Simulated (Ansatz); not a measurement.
Effective masses and thermopower of CaSe (Fm-3m)

```xyz
2
Lattice="0.0000 2.9339 2.9339 2.9339 0.0000 2.9339 2.9339 2.9339 0.0000" Properties=species:S:1:pos:R:3 pbc="T T T"
Ca     0.0000     0.0000     0.0000
Se     2.9339     2.9339     2.9339
```

All values below come from PBEsol, rigid bands (plane waves, PAW, scalar-relativistic; Ansatz, a quantum-chemistry and plane-wave program). Cell: cell and atoms relaxed with PBEsol.

```yaml
band_gap: 1.88 eV
electron conductivity mass (300 K, dilute): 0.38 mₑ
effective density of states N_c (300 K): 2.5e19 cm⁻³
density_of_states_mass_electrons: 1.00 mₑ
Seebeck coefficient, n-type 1e19 cm⁻³, 300 K: -295 μV/K
best n-type power factor at 300 K for τ = 10 fs (best axis; densities from 1e16 to 1e21 cm⁻³ tried, whether or not they can be reached): 10.6 μW/(cm·K²) at 1e20 cm⁻³
```

Rigid bands; masses and Seebeck coefficients take one relaxation time τ for all states and one kind of carrier; polarons and phonon drag are left out. Spin-orbit coupling is left out.

Formula and space group known from diffraction (Crystallography Open Database), not checked to be the room-temperature form: CaSe (Fm-3m).
